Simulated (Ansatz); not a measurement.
**Hypothetical Fddd MoSi2: response to strain**

Base system: MoSi₂ (space group Fddd, No. 70; a = 4.5712 Å, b = 7.9585 Å, c = 8.7266 Å; a hypothetical phase, not in the database extracts checked). Axes: x, y, z lie along a, b, c of the conventional cell.

Strains are applied to the cell and any free atomic positions relax; under biaxial strain the out-of-plane vector relaxes too; under stress the whole cell relaxes.

Method: PBEsol (Ansatz, a quantum-chemistry and plane-wave program), spin-orbit coupling left out.

Notes on the quantities. energy relative to the base: free energy F.

```csv
change,energy relative to the base,volume per atom
base,0 meV/atom,13.23 Å³
"biaxial strain −3.05 %, plane normal [001], relaxed out of plane",+27 meV/atom,12.82 Å³
"biaxial strain +0.69 %, plane normal [001], relaxed out of plane",+1.2 meV/atom,13.32 Å³
isotropic strain −3.62 %,+121 meV/atom,11.84 Å³
isotropic strain +1.32 %,+14 meV/atom,13.76 Å³
uniaxial strain ε_xx = +2.29 %,+9.7 meV/atom,13.53 Å³
tensor shear ε_xz = +1.91 %,+9.5 meV/atom,13.22 Å³
tensor shear ε_xz = −3.87 %,+39 meV/atom,13.21 Å³
tensor shear ε_xz = −0.45 %,+0.5 meV/atom,13.23 Å³
"uniaxial stress, 8 GPa tension along x",+7.0 meV/atom,13.40 Å³
```

Without a gap, meshes like the base's 13×13×13 leave anisotropic stresses uncertain by several tenths of a GPa, and small strain energies with them. Beyond what the load breaks, stability against distortions was not tested. All final runs are without spin polarisation.
